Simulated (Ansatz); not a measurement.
Bond-angle distributions (per cent of the angles at each element, bins of 10°) of a relaxed model of amorphous Ta₁₈Si₇N₂₅ at 10.59 g/cm³. These are PBE, scalar-relativistic without spin-orbit coupling (plane waves to 420 eV, PAW; Ansatz, a quantum-chemistry and plane-wave program) values and carry that method's errors. The usual formal charges leave 43 electrons over, so the level spacing at the Fermi energy parts defect or band states and needn't be the band gap.

The cell was made by melting and quenching with the CHGNet potential and then relaxed with DFT. N atoms were pushed apart under 1.9 Å during the dynamics, to hinder bonds among them. The hot cell started wider than the set density and was brought back towards it in steps. It is the lowest in DFT energy of 2 quenches. It is a model cell: composition and starting density were chosen by hand, and all elements were melted together. No dispersion term was used. Its density started from a set value of 12.14 and ended at 10.59 g/cm³. Cooling (nominally 300 K/ps over its main leg) ran many orders faster than in experiment, which tends to leave more defects and strain. A cell of this size samples the disorder only roughly. Volume and shape were free in the relaxation. On a 2×2×2 Γ-centred mesh force components of up to 0.36 eV/Å stay, since the relaxation ran on one k-point at (1/4, 1/4, 1/4).

Neighbours within Ta-Ta 3.12 Å, Ta-Si 2.78 Å, Ta-N 2.60 Å, Si-Si 2.60 Å, Si-N 2.04 Å, N-N 1.70 Å count as bonded. Two cations that share two anions don't count as bonded, nor two that share one unless they lie closer than Ta-Ta 3.04 Å, Ta-Si 2.71 Å, Si-Si 2.38 Å.

```json
[
 {"angle (°)": "50-60", "at Ta": "2", "at Si": "2", "at N": "0"},
 {"angle (°)": "60-70", "at Ta": "4", "at Si": "2", "at N": "0"},
 {"angle (°)": "70-80", "at Ta": "14", "at Si": "10", "at N": "4"},
 {"angle (°)": "80-90", "at Ta": "17", "at Si": "2", "at N": "23"},
 {"angle (°)": "90-100", "at Ta": "17", "at Si": "24", "at N": "26"},
 {"angle (°)": "100-110", "at Ta": "6", "at Si": "12", "at N": "11"},
 {"angle (°)": "110-120", "at Ta": "3", "at Si": "22", "at N": "11"},
 {"angle (°)": "120-130", "at Ta": "10", "at Si": "12", "at N": "5"},
 {"angle (°)": "130-140", "at Ta": "11", "at Si": "5", "at N": "6"},
 {"angle (°)": "140-150", "at Ta": "7", "at Si": "5", "at N": "4"},
 {"angle (°)": "150-160", "at Ta": "3", "at Si": "0", "at N": "5"},
 {"angle (°)": "160-170", "at Ta": "1", "at Si": "2", "at N": "4"},
 {"angle (°)": "170-180", "at Ta": "1", "at Si": "0", "at N": "2"}
]
```

They go with these counts of neighbours within the cut-offs, cation contacts included: Ta mean 6.1, most often 6; Si mean 3.9, most often 4; N mean 4.2, most often 4.
